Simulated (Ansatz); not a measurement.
Results of LDA in Ansatz (PAW) for CsCl-type CuPd.

Numerical settings: plane-wave cutoff 520 eV, 18×18×18 k mesh, Fermi–Dirac smearing 0.05 eV, no spin polarisation, scalar-relativistic PAW data made under PBE.

Computed at the level's own relaxed cell.

Task: Estimate the lattice parameter a and bulk modulus B0 that the calculation returns.

Result: 
- lattice parameter a: 2.929 Å
- bulk modulus B0: 207 GPa

Note: the run has no spin polarisation, so it can have missed a magnetic state; the bulk modulus is −V dP/dV from two relaxed cells at ±2 % in volume; the volume lies 6 % below that of the published cell.

Static lattice: no zero-point or thermal effects.

It cost about 30 core-seconds (a rough figure) of CPU time.

Ansatz is an electronic-structure program.
